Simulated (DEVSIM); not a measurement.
System: illuminated Si n-on-p cell, one wavelength, at 300 K.

```csv
layer (left to right),material,thickness (μm),Nd (cm⁻³),Na (cm⁻³),τn (s),τp (s),absorption coefficient (cm⁻¹)
1,Si,0.110,7.7e17,-,2.8e-6,3.1e-7,44000
2,Si,22.0,-,2.5e15,4.1e-6,4.1e-6,44000
```

Left contact: ohmic, minority hole recombination velocity 8e5 cm/s. Right contact: ohmic, minority electron recombination velocity 2e6 cm/s. Voltage is applied to the left contact. Recombination: SRH at mid-gap, radiative, Auger. Light enters at the left, 6.5e17 photons cm⁻² s⁻¹, one pass, no reflection. Mobility is μmin + (μ − μmin)/(1 + (N/Nref)^α).

The device is made up for the run: typed textbook-type constants, with dimensions and the other settings drawn at random. Values at 300 K.

| parameter | Si |
|---|---|
| gap (eV) | 1.124 |
| affinity (eV) | 4.05 |
| permittivity | 11.7 |
| Nc (cm⁻³) | 2.86e19 |
| Nv (cm⁻³) | 3.1e19 |
| μn (cm²/Vs) | 1417 |
| μp (cm²/Vs) | 470 |
| μn,min | 52 |
| μp,min | 45 |
| Nref,n | 9.7e16 |
| Nref,p | 2.2e17 |
| αn | 0.68 |
| αp | 0.72 |
| B (cm³/s) | 4.7e-15 |
| Cn (cm⁶/s) | 2.8e-31 |
| Cp (cm⁶/s) | 9.9e-32 |

DEVSIM, 1D drift-diffusion, Boltzmann statistics, complete ionisation; no tunnelling, impact ionisation, image-force lowering or self-heating.

The photon flux was swept, all else fixed.

```
photon flux (cm^-2 s^-1)  open-circuit voltage (V)  largest power (mW/cm²)  short-circuit current (mA/cm²)  fill factor
------------------------  ------------------------  ----------------------  ------------------------------  -----------
2e16                                         0.437                   0.947                            2.77         0.78
6.5e16                                       0.468                    3.34                            9.01         0.79
2e17                                         0.497                    11.0                            27.7         0.80
6.5e17                                       0.527                    38.5                            90.1         0.81
2e18                                         0.556                     126                             277         0.82
6.5e18                                       0.584                     430                             901         0.82
2e19                                           [?]                    1370                             [?]         0.82
```

Task: Fill in the missing entries.

Result: 
- 2e19, open-circuit voltage (V): 0.608
- 2e19, short-circuit current (mA/cm²): 2770
